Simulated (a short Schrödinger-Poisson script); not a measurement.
MOS inversion layer, Si3N4 on p-type Si(100)

System: MOS inversion layer, Si3N4 on p-type Si(100), at 300 K.

| layer | material | thickness (nm) | Na (cm⁻³) |
|---|---|---|---|
| 1 | Si3N4 | 3.9 | - |
| 2 | Si | 1600 | 2.1e17 |

Constants are typed, rounded textbook-type inputs, not results; the design itself was drawn at random and stands for no fabricated device. Si3N4: permittivity 7.5, conduction-band edge (eV) 1.95, gap (eV) 5.1, electron mass (mₑ) 0.5. Si: permittivity 11.7, conduction-band edge (eV) 0, gap (eV) 1.124, Nv at 300 K (cm⁻³) 3.1e19.

Channel valleys (confinement mass, in-plane density-of-states mass, number): Δ2 0.916, 0.19, 2; Δ4 0.19, 0.417, 4. At the gate the conduction-band edge of layer 1 lies 2.11 eV − eVg above the Fermi level of the channel; the field vanishes at the back. Gaps are held at their typed values at every temperature. Mesh 0.03 nm at interfaces.

From a short Schrödinger-Poisson script (our own, NumPy): 1D Poisson equation in equilibrium, electrons quantum, Hartree (BenDaniel-Duke, 12 states a valley, the channel's in-plane mass for all, wave functions free to enter the dielectric), parabolic valleys, classical holes, full ionisation, no traps, pinning or gate leakage.

| Vg (V) | electrons (cm⁻²) | C (μF/cm²) | Δ2 E0 (meV) | Δ2 E1 (meV) | Δ4 E0 (meV) | Δ4 E1 (meV) |
|---|---|---|---|---|---|---|
| 0.1 | 4.70e8 | 0.140 | 257.6 | 304.3 | 292.1 | 369.7 |
| 0.3 | 2.03e11 | 0.683 | 98.5 | 149.8 | 136.0 | 220.2 |
| 0.5 | 1.44e12 | 1.21 | 43.2 | 103.1 | 86.5 | 177.3 |
| 0.7 | 3.03e12 | 1.33 | 19.3 | 87.8 | 68.3 | 164.6 |
| 0.9 | 4.72e12 | 1.38 | 3.3 | 79.7 | 57.2 | 158.4 |
| 1.1 | 6.47e12 | 1.42 | -9.3 | 74.5 | 49.1 | 154.7 |
| 1.3 | 8.25e12 | 1.44 | -19.9 | 70.8 | 42.6 | 152.3 |
| 1.5 | 1.01e13 | 1.46 | -29.4 | 68.0 | 36.9 | 150.6 |
| 1.7 | 1.19e13 | 1.47 | -37.9 | 65.9 | 31.9 | 149.4 |

Gate voltages with under 1e6 electrons/cm² are left out.

Subbands count from the Fermi level.
